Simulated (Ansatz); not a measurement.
# ZnSiP2: pressure series

The reference is ZnSiP₂ in the chalcopyrite structure (space group I-42d, No. 122; a = 5.306 Å, c = 10.380 Å).

Cell and atoms are relaxed at each pressure.

Method: plane-wave PAW DFT at the LDA level (Ansatz, a quantum-chemistry and plane-wave program, 420 eV), without spin-orbit coupling.

Candidates:
(a) pressure −1 GPa
(b) pressure 22.5 GPa
(c) pressure 9 GPa

For the base:

| Item | Value |
|---|---|
| Width of the top valence band | 1.35 eV |

Problem. Order them by width of the top valence band, lowest first.

Solution. (a) pressure −1 GPa (1.33 eV), (c) pressure 9 GPa (1.53 eV), (b) pressure 22.5 GPa (1.73 eV)

The levels and masses belong to the bands next to the band gap. Load acts through the strain it causes; cell and atoms are relaxed under it. Stability against distortions was not tested. Competing high-pressure phases were not computed.
